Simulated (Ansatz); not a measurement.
The reference is Zn in the hcp (Mg type) structure (space group P6_3/mmc, No. 194; a = 2.613 Å, c = 4.781 Å; relaxed with 0.1 eV smearing). Axes: x lies along a and z along c of the hexagonal cell.

Calculations: Ansatz (an electronic-structure program) PBEsol, without spin-orbit coupling.

Strains are applied to the cell and any free atomic positions relax.

One change was made to it. Results:

```csv
quantity,base,after
shortest interatomic distance,2.613 Å,2.623 Å
energy relative to the base (free energy F),0 meV/atom,+2.0 meV/atom
"pressure (mean of the normal stresses, compression positive)",0.0 GPa,-1.5 GPa
```

Task: What was done to the base?
(A) uniaxial strain ε_xx = +0.50 %
(B) uniaxial strain ε_xx = +1.50 %
(C) uniaxial strain ε_xx = +2.50 %
(D) uniaxial strain ε_xx = −2.50 %
(E) uniaxial strain ε_xx = −3.00 %

Result: B, uniaxial strain ε_xx = +1.50 %. For comparison, the energy relative to the base in the other runs: uniaxial strain ε_xx = +2.50 % gives +5.2 meV/atom; uniaxial strain ε_xx = −2.50 % gives +6.3 meV/atom; uniaxial strain ε_xx = +0.50 % gives +0.2 meV/atom; uniaxial strain ε_xx = −3.00 % gives +9.2 meV/atom.

Stability against distortions was not tested.
